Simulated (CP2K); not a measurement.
Worked example: self-consistent single point of CaSe (Fm-3m, 2 atoms in the cell) in CP2K.

Method of the run: PBE, GPW, DZVP-MOLOPT-SR-GTH basis, GTH-PBE potentials (GTH_POTENTIALS) in CP2K.

```
CELL_PARAMETERS angstrom
      4.29927     0.00000     0.00000
      2.14963     3.72328     0.00000
      2.14963     1.24109     3.51034
ATOMIC_POSITIONS crystal
  Ca 0.00000 0.00000 0.00000
  Se 0.50000 0.50000 0.50000
```

Reference input (self-consistent single point, DFT PBE, GPW, DZVP-MOLOPT-SR-GTH basis, GTH-PBE potentials (GTH_POTENTIALS)): CUTOFF = 500 Ry; REL_CUTOFF = 60 Ry; KPOINTS/SCHEME = MONKHORST-PACK 6 6 6; GAMMA_CENTERED = T; XC_FUNCTIONAL = PBE; Ca/BASIS_SET = DZVP-MOLOPT-SR-GTH; Ca/POTENTIAL = GTH-PBE-q10; Se/BASIS_SET = DZVP-MOLOPT-SR-GTH; Se/POTENTIAL = GTH-PBE-q6; METHOD = GPW; EPS_DEFAULT = 1e-10; NGRIDS = 5. This run's input differs from it in these lines:

```diff
@@ -36,3 +36,3 @@
     &KPOINTS
-      SCHEME MONKHORST-PACK 6 6 6
+      SCHEME MONKHORST-PACK 4 4 4
       GAMMA_CENTERED T
```

The program printed (abridged):

```
 SCF WAVEFUNCTION OPTIMIZATION

  Step     Update method      Time    Convergence         Total energy    Change
     1 NoMix/Diag. 0.40E+00      -     1.91891391       -46.3929495019 -4.64E+01
     2 Broy./Diag. 0.40E+00      -     0.03108042       -45.9551364353  4.38E-01
     3 Broy./Diag. 0.40E+00      -     0.09286511       -46.1414420853 -1.86E-01
     4 Broy./Diag. 0.40E+00      -     0.00615950       -46.2924033356 -1.51E-01
     5 Broy./Diag. 0.40E+00      -     0.00247454       -46.3091097876 -1.67E-02
     6 Broy./Diag. 0.40E+00      -     0.00056450       -46.3015490282  7.56E-03
   [... 4 lines left out ...]
    11 Broy./Diag. 0.40E+00      -     0.00000676       -46.3011070754 -2.63E-05
    12 Broy./Diag. 0.40E+00      -     0.00000137       -46.3011046470  2.43E-06
    13 Broy./Diag. 0.40E+00      -     0.00000024       -46.3011042776  3.69E-07
    14 Broy./Diag. 0.40E+00      -     0.00000007       -46.3011035331  7.44E-07
  *** SCF run converged in    14 steps ***

  Overlap energy of the core charge distribution:               0.00000000000000
  Self energy of the core charge distribution:                -92.24457142771763
  Core Hamiltonian energy:                                     21.40886509238414
  Hartree energy:                                              31.79402394257107
  Exchange-correlation energy:                                 -7.25942114034050

  Total energy:                                               -46.30110353310291

 ENERGY| Total FORCE_EVAL ( QS ) energy [hartree]            -46.301103344225190

 FORCES| Atomic forces [hartree/bohr]
 FORCES|   Atom     x               y               z               |f|
 FORCES|      1 -3.17544746E-14 -1.55966713E-14  2.18122936E-14   4.15617489E-14
   [... lines left out ...]

 STRESS| Analytical stress tensor [bar]
 STRESS|                        x                   y                   z
 STRESS|      x       -1.99022942444E+04  -4.75004105529E-02  -3.35877526338E-02
 STRESS|      y       -4.75004105529E-02  -1.99023057610E+04  -7.79539110453E-03
 STRESS|      z       -3.35877526338E-02  -7.79539110453E-03  -1.99022484900E+04
 STRESS| 1/3 Trace                                            -1.99022828318E+04
```

The run converged in 14 iterations. Against the reference run the free energy goes up by 6.8 meV/atom, the pressure hardly changes (-2.07 to -1.99 GPa) and the gap on the mesh hardly changes (2.236 to 2.226 eV).

The starting cell comes from a database of computed structures (which also holds hypothetical and non-ambient phases and stackings), without a prior relaxation at this level. Its lattice was rescaled by a random factor within 2.5 % of one. Values carry the incompleteness of an atom-centred basis.
